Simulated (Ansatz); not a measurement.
How far to go with the k-point mesh: BaTiO3 (P4mm, 5 atoms in the cell)

```
CELL_PARAMETERS angstrom
      4.01200     0.00000     0.00000
      0.00000     4.01200     0.00000
      0.00000     0.00000     4.01200
ATOMIC_POSITIONS crystal
  Ba 0.00000 0.00000 0.01246
  Ti 0.50000 0.50000 0.50000
  O  0.50000 0.00000 0.50000
  O  0.00000 0.50000 0.50000
  O  0.50000 0.50000 0.00000
```

Level of theory: PBE (plane waves, PAW; Ansatz, a quantum-chemistry and plane-wave program).

Base settings: basis.ecutwfc = 30.9 Ry; kpoints.mp_grid.grid = 6 6 6; hamiltonian.xc = pbe; hamiltonian.pseudopotentials = {kind: paw} (the program's default PAW files); scf.occupations.method = fermi_dirac; scf.occupations.width = 0.0007 Ry.

The second cell is the first with its lattice scaled by 0.98.

Only quantities that move along the ladder and can be compared are tabulated.

The count of work is k-points × plane waves × bands × iterations; it is no time. Core times come from one kind of shared machine, to one figure; runs under 30 s give none.

The starting cell has typed, rounded lattice constants, without a prior relaxation at this level. Its lattice was rescaled by up to half a per cent. One atom was moved a little off its site on purpose. Ansatz's pressure includes its estimate of the finite-basis (Pulay) stress.

```tsv
kpoints.mp_grid.grid	free energy less the last step's (meV/atom)	energy of the compressed cell less the first (meV/atom)	pressure (GPa)	largest difference of a force vector from the last step's (eV/Å)	gap on the mesh (eV)	count of work / last	core time / last (rough)
2 2 2	154.26	42.98	3.32	0.041	1.405	0.013	–
3 3 3	19.80	32.07	1.22	0.009	1.828	0.011	–
4 4 4	3.42	30.68	1.00	0.003	1.776	0.033	–
5 5 5	0.66	30.58	0.97	0.001	1.903	0.033	–
6 6 6	0.13	30.59	0.97	0.000	1.793	0.073	–
7 7 7	0.06	30.57	0.96	0.000	1.856	0.073	–
8 8 8	0.02	30.56	0.96	0.000	1.794	0.14	–
9 9 9	0.01	30.60	0.96	0.000	1.832	0.14	–
10 10 10	0.00	30.65	0.96	0.000	1.794	0.23	–
11 11 11	0.01	30.58	0.96	0.000	1.820	0.23	–
12 12 12	-0.01	30.59	0.96	0.000	1.794	0.36	0.3
13 13 13	-0.01	30.59	0.96	0.000	1.813	0.36	–
15 15 15	0.00	30.60	0.96	0.000	1.808	0.52	0.5
16 16 16	0.00	30.59	0.96	0.000	1.794	0.74	0.8
18 18 18	0.00	30.60	0.96	0.000	1.794	1.0	1
```

Coarsest kpoints.mp_grid.grid that holds the forces within 0.005 eV/Å of the last step, with all finer ones: 4 4 4, at 0.033 of the last step's count of work; the step before is off by 0.009 eV/Å.

Coarsest kpoints.mp_grid.grid that holds the energy of the compressed cell less the first within 2 meV/atom of the last step, with all finer ones: 3 3 3, at 0.011 of the last step's count of work; the step before is off by 12 meV/atom.

Coarsest kpoints.mp_grid.grid that holds the pressure within 0.2 GPa of the last step, with all finer ones: 4 4 4, at 0.033 of the last step's count of work; the step before is off by 0.26 GPa.

The energy difference between the two cells stays within 1 meV/atom of the last step's from 4 4 4 on, the total only from 5 5 5 on: much of the error is common to both cells and cancels.

The gap on the mesh jumps up and down from mesh to mesh; it is no smooth measure of convergence.

Keys are those of Ansatz 0.2.
